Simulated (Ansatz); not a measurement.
Results of LDA (PAW; Ansatz, a quantum-chemistry and plane-wave program) for TiAs (P6₃/mmc, No. 194).

Numerical settings: plane-wave cutoff 520 eV, 18×18×6 k mesh (along the axes of the cell as run), Fermi–Dirac smearing 0.035 eV (set by the program), no spin polarisation, scalar-relativistic PAW data made under PBE.

Computed at the level's own relaxed cell.

```
CELL_PARAMETERS angstrom
      3.56486     0.00000     0.00000
     -1.78243     3.08726     0.00000
      0.00000     0.00000    11.86204
ATOMIC_POSITIONS crystal
  Ti 0.66667 0.33333 0.61701
  Ti 0.33333 0.66667 0.11701
  Ti 0.33333 0.66667 0.38299
  Ti 0.66667 0.33333 0.88299
  As 0.00000 0.00000 0.50000
  As 0.00000 0.00000 0.00000
  As 0.66667 0.33333 0.25000
  As 0.33333 0.66667 0.75000
```

Q: Give the elastic tensor (Voigt notation, GPa, ions relaxed, in the Cartesian axes of the cell as printed).

A: 
```
  209.1    90.3   106.2     0.0     0.0     0.0
   90.3   209.1   106.2     0.0     0.0     0.0
  106.2   106.2   228.7     0.0     0.0     0.0
    0.0     0.0     0.0   136.9     0.0     0.0
    0.0     0.0     0.0     0.0   136.9     0.0
    0.0     0.0     0.0     0.0     0.0    59.4
```

Note: the volume lies 7 % below that of the published cell.

Static lattice: no zero-point or thermal effects.
